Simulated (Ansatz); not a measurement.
A calculation on double-hcp La returned lattice constant a 3.814 Å, lattice parameter c 12.243 Å, equilibrium volume per atom 38.57 Å³/atom, bulk modulus 23.7 GPa.

For reference: lattice constant a 3.774 Å (measured, 293 K, no zero-point or thermal correction; as tabulated in Wikipedia's data pages); lattice parameter c 12.171 Å (measured, 293 K, no zero-point or thermal correction; as tabulated in Wikipedia's data pages); bulk modulus 27.9 GPa (measured, room temperature, not corrected to a static lattice; as tabulated in Wikipedia's data pages).

Problem. Which level of theory produced these numbers?
(A) r²SCAN (Ansatz, a first-principles code)
(B) PBEsol+SOC (Ansatz)
(C) revPBE (Ansatz)
(D) BLYP (Ansatz)

Solution. C, revPBE (Ansatz)

The others give: PBEsol+SOC 3.660 Å, 11.727 Å, 34.00 Å³/atom, 26.9 GPa; BLYP 3.860 Å, 12.391 Å, 39.97 Å³/atom, 25.1 GPa; r²SCAN 3.781 Å, 12.039 Å, 37.27 Å³/atom, 22.9 GPa.

Unless a cell is named, each level is at its own relaxed cell (BLYP 39.97, PBEsol+SOC 34.00, r²SCAN 37.27, revPBE 38.56 Å³/atom).

Ansatz's density-functional and Hartree–Fock values are scalar-relativistic unless marked +SOC, with PAW data made under PBE.
